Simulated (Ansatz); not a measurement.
Ansatz (an electronic-structure program) run on PdAu₃ (I4mm, 4 atoms in the cell): relaxation of the atoms.

Level of theory: LDA (PW92), default PAW files made with PBE (plane waves; Ansatz).

The change in words: one atom moved by 0.15 angstrom; relax: default → atoms; relax.f_tol: default → 0.001 eV/Å. Reference geometry:
```
CELL_PARAMETERS angstrom
     -2.06286     2.06286     4.02266
      2.06286    -2.06286     4.02266
      2.06286     2.06286    -4.02266
ATOMIC_POSITIONS crystal
  Pd 0.00000 0.00000 0.00000
  Au 0.75000 0.25000 0.50000
  Au 0.25000 0.75000 0.50000
  Au 0.50000 0.50000 0.00000
```

Reference input (self-consistent single point, DFT, LDA (PW92), plane waves, default PAW files made with PBE): basis.ecutwfc = 420 eV; kpoints.mp_grid.grid = 11 11 11; hamiltonian.xc = lda; hamiltonian.pseudopotentials = {kind: paw} (the program's default PAW files); scf.occupations.method = fermi_dirac; scf.occupations.width = 0.1 eV. This run's input differs from it in these lines:

```diff
@@ -6,3 +6,3 @@
   atoms:
-    - { symbol: Pd, position: [0.00000000, 0.00000000, 0.00000000] }
+    - { symbol: Pd, position: [0.01864400, 0.01864400, 0.00000000] }
     - { symbol: Au, position: [0.75000000, 0.25000000, 0.50000000] }
@@ -19,2 +19,4 @@
   occupations: { method: fermi_dirac, width: 0.1 }
+relax:
+  f_tol: 0.001
 output:
```

The program printed (abridged):

```
   [... SCF lines of the steps left out ...]
relax step   1: F+E_penalty+E_count = -45439.53656438 eV  Δ(F+E_penalty+E_count) = +0.000e0 eV  max|allowed force component| = 7.666e-1 eV/Å  Δτ_max = 0.0000 Å  (6 SCF iters, dr2 threshold 1.00e-7 eV, accepted)
relax step   2: F+E_penalty+E_count = -45439.58161114 eV  Δ(F+E_penalty+E_count) = -4.505e-2 eV  max|allowed force component| = 3.276e-1 eV/Å  Δτ_max = 0.1292 Å  (6 SCF iters, dr2 threshold 3.67e-5 eV, accepted)
relax step   3: F+E_penalty+E_count = -45439.59327220 eV  Δ(F+E_penalty+E_count) = -1.166e-2 eV  max|allowed force component| = 6.039e-3 eV/Å  Δτ_max = 0.0241 Å  (6 SCF iters, dr2 threshold 6.71e-6 eV, accepted)
relax step   4: F+E_penalty+E_count = -45439.59327221 eV  Δ(F+E_penalty+E_count) = -1.112e-8 eV  max|allowed force component| = 6.035e-3 eV/Å  Δτ_max = 0.0000 Å  (8 SCF iters, accepted)
relax step   5: F+E_penalty+E_count = -45439.59327569 eV  Δ(F+E_penalty+E_count) = -3.482e-6 eV  max|allowed force component| = 6.824e-5 eV/Å  Δτ_max = 0.0009 Å  (6 SCF iters, dr2 threshold 2.28e-9 eV, accepted)
relax step   6: F+E_penalty+E_count = -45439.59327569 eV  Δ(F+E_penalty+E_count) = -7.276e-12 eV  max|allowed force component| = 6.715e-5 eV/Å  Δτ_max = 0.0000 Å  (6 SCF iters, accepted)
the relaxation is at rest under the 8 symmetry operations that the run kept from its start: a minimum is not shown …
Stability not checked: this state was not tested for a lower state beside it, because too few of the mixer's solves of this state at the end of the SCF gave a …
Free energy (F): -45439.593276 eV
Internal energy: -45439.545780 eV  (E = F + TS)
E sigma→0 (E₀):  -45439.569528 eV
Entropy (-TS):   -0.047496 eV (-11.874 meV/atom)
Fermi energy:    18.837106 eV
--- Forces (eV/Å), atoms counted from 1 ---
  atom   1  Pd    -0.00000000     0.00000000    -0.00006717
   [... lines left out ...]
  atoms:
    - { symbol: Pd, position: [0.004662694917243088, 0.004662694917243088, -2.1881716367774223e-35] }
    - { symbol: Au, position: [0.7546608265917911, 0.25466082659179107, 0.5] }
    - { symbol: Au, position: [0.25466082659179107, 0.7546608265917911, 0.5] }
    - { symbol: Au, position: [0.5046596518991747, 0.5046596518991747, 1.4587810911849483e-36] }
```

The run converged.  The full log also holds: “iter 5 did not close the SCF: its close was put off for the readings that it lacked (scf_convergence_deferred on its scf_iter line)”. The full log also holds: “iter 4 did not close the SCF: its close was put off for the readings that it lacked (scf_convergence_deferred on its scf_iter line)”.

Summary of the result:
- Free energy E − TS (on the zero of these files): -45439.5933 eV
- Fermi level (on the code's own zero): 18.84 eV
- Pressure: -12.11 GPa
- Relaxation steps: 6

The starting cell comes from a database of computed structures (which also holds hypothetical and non-ambient phases and stackings), without a prior relaxation at this level. Its lattice was rescaled by up to half a per cent. For this run, on top of that: one atom moved by 0.15 angstrom. Spin polarisation is off. The relaxation keeps the symmetry of its start, so its end need not be a minimum. Ansatz's pressure includes its estimate of the finite-basis (Pulay) stress.

Cost on one core of a shared machine: roughly 3 min.

Keys are those of Ansatz 0.2.
